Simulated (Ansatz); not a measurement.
Base system: Cs₂AgBiBr₆ (space group Fm-3m, No. 225).

```
CELL_PARAMETERS angstrom
      0.00000     5.59369     5.59369
      5.59369     0.00000     5.59369
      5.59369     5.59369     0.00000
ATOMIC_POSITIONS crystal
  Bi 0.00000 0.00000 0.00000
  Ag 0.50000 0.50000 0.50000
  Cs 0.25000 0.25000 0.25000
  Cs 0.75000 0.75000 0.75000
  Br 0.25391 0.74609 0.25391
  Br 0.25391 0.74609 0.74609
  Br 0.74609 0.25391 0.74609
  Br 0.74609 0.25391 0.25391
  Br 0.25391 0.25391 0.74609
  Br 0.74609 0.74609 0.25391
```

Calculations: plane-wave PAW DFT at the PBEsol level (Ansatz, a first-principles code, 420 eV), no SOC.

One change was made to it. Results:

```csv
quantity,base,after
band gap,1.10 eV,1.08 eV
lattice parameter a,11.187 Å,11.146 Å
width of the top valence band,1.27 eV,1.30 eV
electron mass,"0.36 mₑ along k, 0.25 mₑ across (at L)","0.36 mₑ along k, 0.25 mₑ across (at L)"
```

Name the change that was made.
(A) pressure 1.5 GPa
(B) pressure 0.3 GPa
(C) pressure −2 GPa
(D) pressure 10 GPa
(E) pressure 3 GPa

B, pressure 0.3 GPa. For comparison, the band gap in the other runs: pressure 3 GPa gives 0.94 eV; pressure 10 GPa gives 0.68 eV; pressure −2 GPa gives 1.27 eV; pressure 1.5 GPa gives 1.01 eV.

Spin-orbit coupling, missing from the scalar runs, can matter with Bi. Load acts through the strain it causes; cell and atoms are relaxed under it. Masses are band curvatures over ±0.01 Å⁻¹ around the edge. Along k means along the line from Γ to the band edge. Whether these cells are dynamically stable was not tested. No other phases were tried under pressure.
